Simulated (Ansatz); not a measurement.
Input and output of a self-consistent single point for a (001) slab of Tc (cut from a parent of space group no. 194; 4 atoms in the cell) (Ansatz, a quantum-chemistry and plane-wave program).

Level of theory: PBEsol, default PAW files made with PBE (plane waves; Ansatz).

```
Tc
1.0
    2.72630     0.00000     0.00000
   -1.36315     2.36104     0.00000
    0.00000     0.00000    20.55209
Tc
4
Cartesian
  1.36315   0.78701   9.18399
  0.00000   1.57403   7.00000
  1.36315   0.78701  13.55209
  0.00000   1.57403  11.36810
```

Reference input (self-consistent single point, DFT, PBEsol, plane waves, default PAW files made with PBE): basis.ecutwfc = 500 eV; kpoints.mp_grid.grid = 13 13 1; hamiltonian.xc = pbesol; hamiltonian.pseudopotentials = {kind: paw} (the program's default PAW files); scf.occupations.method = gaussian; scf.occupations.width = 0.1 eV. This run's input differs from it in these lines:

Ansatz 0.2 input:
```diff
@@ -14,3 +14,3 @@
 kpoints:
-  mp_grid: { grid: [13, 13, 1] }
+  mp_grid: { grid: [26, 26, 1] }
 hamiltonian:
```

The program printed (abridged):

```
SCF iter   1: F=—  HF=-21351.274397 eV  |F-HF|=—  |Δ(HF+E_count)|=         —  Δρ=5.16e-2  dr2=3.55e1  ethr=3.10e-3  ⟨swp⟩=8.0  Hψ=12480  notcnv=0
all-band conjugate gradients solve this SCF's bands
preconditioner: auto → LDOS
SCF iter   2: F=—  HF=-21349.638356 eV  |F-HF|=—  |Δ(HF+E_count)|=    1.64e0  Δρ=5.18e-2  dr2=2.92e1  ethr=3.10e-3  ⟨swp⟩=3.9  Hψ=6420  notcnv=0  defer=78
   [... lines left out ...]
SCF iter   7: F=—  HF=-21348.441377 eV  |F-HF|=—  |Δ(HF+E_count)|=   3.81e-5  Δρ=9.58e-5  dr2=1.03e-4  ethr=7.60e-7  ⟨swp⟩=2.2  Hψ=3510  notcnv=0  defer=75
SCF iter   8: F=—  HF=-21348.441374 eV  |F-HF|=—  |Δ(HF+E_count)|=   3.04e-6  Δρ=1.61e-5  dr2=6.54e-7  ethr=1.72e-7  ⟨swp⟩=2.0  Hψ=3035  notcnv=0  defer=75
SCF iter   9: F=—  HF=-21348.441372 eV  |F-HF|=—  |Δ(HF+E_count)|=   2.14e-6  Δρ=6.94e-6  dr2=1.27e-7  ethr=1.67e-10  ⟨swp⟩=11.9  Hψ=14729  notcnv=0
SCF iter  10: F=-21348.441372 eV  HF=-21348.441372 eV  |F-HF|=2.14e-9  |Δ(HF+E_count)|=   1.47e-8  Δρ=1.80e-6  dr2=4.62e-9  ethr=1.67e-10  ⟨swp⟩=5.0  Hψ=9280  notcnv=0
SCF 1 converged in 10 iterations: F = -21348.441372 eV  dr2 = 4.62e-9
Free energy (F): -21348.441372 eV
Internal energy: -21348.425336 eV  (E = F + TS)
E sigma→0 (E₀):  -21348.433354 eV
Entropy (-TS):   -0.016036 eV (-4.009 meV/atom)
Fermi energy:    6.911107 eV
--- Forces (eV/Å), atoms counted from 1 ---
  atom   1  Tc    -0.00000000    -0.00000000    -1.69763182
  atom   2  Tc     0.00000000     0.00000000     1.30195132
  atom   3  Tc    -0.00000000    -0.00000000    -1.30195132
  atom   4  Tc     0.00000000     0.00000000     1.69763182
--- Stress (GPa, compression-positive) ---
       -5.353331       0.000000       0.000000
       -0.000000      -5.353331      -0.000000
        0.000000       0.000000      -5.841004
  P = ⅓ Tr σ = -5.5159 GPa (-55.159 kbar)
  The stress holds the Pulay correction. Without it, at fixed plane waves, as pw.x and ABINIT print it: P = -5.5244 GPa
```

The run converged in 10 iterations. Against the reference run the free energy goes down by 1.4 meV/atom and the largest force goes from 1.661 to 1.698 eV/Å.

The starting cell has typed, rounded lattice constants, without a prior relaxation at this level. The slab is cut from that crystal, and its faces are unrelaxed. Its lattice was rescaled by up to half a per cent. Spin polarisation is off. Forces in this geometry exceed 1 eV/Å.

Cost on one core of a shared machine: roughly 40 s.
